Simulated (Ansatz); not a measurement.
The starting structures come from a database of crystals and need not be the phases stable at ambient conditions.

Tunnelling through a barrier is set by its complex band structure: the current falls as exp(−2κd) with the smallest κ.

Data:

```
CELL_PARAMETERS angstrom
      5.45561     0.00000     0.00000
      0.00000     5.46663     0.00000
      0.00000     2.73331     2.73331
ATOMIC_POSITIONS crystal
  Al 0.50000 0.50000 0.00000
  Ga 0.00000 0.00000 0.00000
  P  0.74961 0.00000 0.50000
  P  0.25039 0.50000 0.50000
```

Space group of this cell: P-4m2. The cell is taken as given.

Transport runs along the normal of the first two printed cell vectors, the (110) plane of the conventional cell.

The gap is the functional's own. No spin-orbit coupling. Mid-gap values are interpolated on the energy grid.

### Question
State the band gap and the smallest decay constant κ at mid-gap according to PBEsol (Ansatz, a first-principles code).

### Answer
Gap 1.49 eV on a 6×12×12 mesh; κ = 0.134 1/Å, at the zone centre.
